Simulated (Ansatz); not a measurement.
Consider SnC in the rock salt structure (space group Fm-3m, No. 225; a = 4.745 Å; a hypothetical phase, not in the database extracts checked; relaxed with 0.1 eV smearing). Axes: x, y, z lie along the cube axes.

Method: PBEsol/PAW in Ansatz (a quantum-chemistry and plane-wave program), no SOC.

Base values:

The pressure is 0.0 GPa. The shortest interatomic distance comes out as 2.373 Å. The band gap is zero.

One thing is altered: the cell is stretched by 5.16 % along x with no lateral relaxation, atoms relaxed at fixed cell.

**Question.** How does this affect the energy relative to the base, pressure, shortest interatomic distance and band gap?

**Answer.** The energy grows by 24 meV/atom; the pressure (mean of the normal stresses, compression positive) goes from zero to -6.1 GPa; the shortest interatomic distance remains 2.373 Å; the band gap is still zero.

The cells carry an imposed strain or load. Stability against distortions was not tested. The final runs are not spin-polarised.
